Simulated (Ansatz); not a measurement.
Where the default PAW files enter, the runs use the earlier of Ansatz's two default sets.

Here is the system:

```yaml
crystal:
  lattice:
    - [3.60017, 0.00000, 0.00000]
    - [0.00000, 5.22516, 0.00000]
    - [0.00000, 0.00000, 3.60017]
  atoms:
    - { symbol: Zr, position: [0.00000, 0.00000, 0.00000] }
    - { symbol: Zr, position: [0.50000, 0.50000, 0.50000] }
    - { symbol: O, position: [0.50000, 0.69823, 0.00000] }
    - { symbol: O, position: [0.50000, 0.19823, 0.00000] }
    - { symbol: O, position: [0.00000, 0.80177, 0.50000] }
    - { symbol: O, position: [0.00000, 0.30177, 0.50000] }
```

Space group of this cell: P4_2/nmc. The cell is taken as given.

Calculation: r2SCAN (plane waves, PAW; Ansatz, an electronic-structure program).

The current runs along the normal of the first two printed vectors; no spin-orbit coupling. Scaled by the factor s: both lengths across the current (ions clamped). Meshes 8×6×8 and 8×6 across the current in all rows.

| s | mean pressure (GPa) | band gap (eV) |
|---|---|---|
| 0.98 | 10.6 | ? |
| 1.00 | -0.2 | 4.61 |
| 1.02 | -8.9 | 4.43 |

Problem. Take the slope of the band gap against ln s from the two given rows, extrapolate to s = 0.98, and say what the run there gives.

Solution. Slope = (4.43 − 4.61) / ln 1.02 = -9.09 eV. The line gives 4.61 + (-9.09) × ln 0.98 = 4.79 eV. The run gives 4.63 eV, 0.16 eV under the line, 89 % of the predicted step.
